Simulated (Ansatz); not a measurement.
The parent structure is ScPt$_{3}$ in the Cu3Au type structure (space group Pm-3m, No. 221; relaxed with 0.1 eV smearing).

```xyz
4
Lattice="3.9525 0.0000 0.0000 0.0000 3.9525 0.0000 0.0000 0.0000 3.9525" Properties=species:S:1:pos:R:3 pbc="T T T"
Sc     0.0000     0.0000     0.0000
Pt     1.9763     1.9763     0.0000
Pt     0.0000     1.9763     1.9763
Pt     1.9763     0.0000     1.9763
```

Cartesian axes are those of the cell as printed.

Method: PBEsol (Ansatz, a quantum-chemistry and plane-wave program), scalar-relativistic without spin-orbit coupling.

Perturbation: biaxial strain −0.77 %, plane normal [001], relaxed out of plane (Cartesian); in-plane vectors clamped, the third vector and the atoms free.

### Question
Estimate the effect on the in-plane stress, energy relative to the base and out-of-plane strain.

### Answer
The mean in-plane stress (compression positive) amounts to +2.7 GPa; the energy goes up by 2.0 meV/atom; the out-of-plane strain comes out as +0.79 %.

No phonon test of stability was made. The final runs are not spin-polarised.
